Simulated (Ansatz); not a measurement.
Start from YN in the rock salt structure (space group Fm-3m, No. 225; a = 4.8957 Å). Axes: x, y, z lie along the cube axes.

All numbers come from DFT with r2SCAN, PAW potentials and a 500 eV plane-wave cutoff in Ansatz (a program for electronic structure), no SOC.

For the base:

- Valley order: X along ⟨100⟩ 0.58 eV

The change: the cell is compressed by 3.72 % along y with no lateral relaxation; the atoms relax in the strained cell.

Q: Predict the new stress.

A: The stress (xx, yy, zz, yz, xz, xy; compression positive) amounts to (3.47, 15.73, 3.47, 0.00, 0.00, 0.00) GPa.

Q: Predict the new valley order.

A: The valley order (the lowest conduction-band minima on the path, energy above the VBM, named in the base's zone) changes from X along ⟨100⟩ 0.58 eV to X along [010] 0.30 eV; X along [001] 0.43 eV.

The levels and masses belong to the bands next to the band gap. No phonon test of stability was made.
